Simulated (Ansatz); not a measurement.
# What biaxial strain −0.64 %, plane normal [001], relaxed out of plane does to PbI2

The reference is PbI$_{2}$ in the CdI2 type structure (space group P-3m1, No. 164; a = 4.5590 Å, c = 6.9727 Å). Axes: x lies along a and z along c of the hexagonal cell.

Now apply this change: compressive biaxial strain of 0.64 % in the plane normal to [001], as in epitaxy on a mismatched substrate; the out-of-plane cell vector and the atoms relax.

Level of theory: PBE-D3(BJ) (Ansatz, a quantum-chemistry and plane-wave program), no spin-orbit coupling. k-mesh 8×8×5 (Γ-centred); smearing 0.05 eV (Fermi–Dirac).

The space group remains P-3m1 (No. 164) and the shortest interatomic distance falls by 0.004 Å (3.240 Å → 3.236 Å). The pressure (mean of the normal stresses, compression positive) goes from zero to 0.11 GPa and the band gap stays essentially unchanged (2.18 eV against 2.19 eV). The gap character remains direct at A and the width of the top valence band goes up by 0.06 eV (0.95 eV → 1.01 eV). The electron mass changes from 1.0 mₑ along k, 0.23 mₑ across (at A) to 0.97 mₑ along k, 0.23 mₑ across (at A) and the hole mass becomes 0.54 mₑ along k, 0.75 mₑ across (at A) (base: 0.59 mₑ along k, 0.74 mₑ across (at A)). The out-of-plane strain comes out as +0.63 % and the mean in-plane stress (compression positive) is +0.2 GPa.

Final structure (turned so that z lies along the plane normal):

```yaml
crystal:
  lattice:
    - [4.52983, 0.00000, 0.00000]
    - [2.26492, 3.92295, 0.00000]
    - [0.00000, 0.00000, 7.01682]
  atoms:
    - { symbol: Pb, position: [0.00000, 0.00000, 0.00000] }
    - { symbol: I, position: [0.33333, 0.33333, 0.27154] }
    - { symbol: I, position: [0.66667, 0.66667, 0.72846] }
```

With I and Pb present, leaving out spin-orbit coupling can change the band edges. Effective masses come from finite differences of ±0.01 Å⁻¹. Along k means along the line from Γ to the band edge. Stability against distortions was not tested.
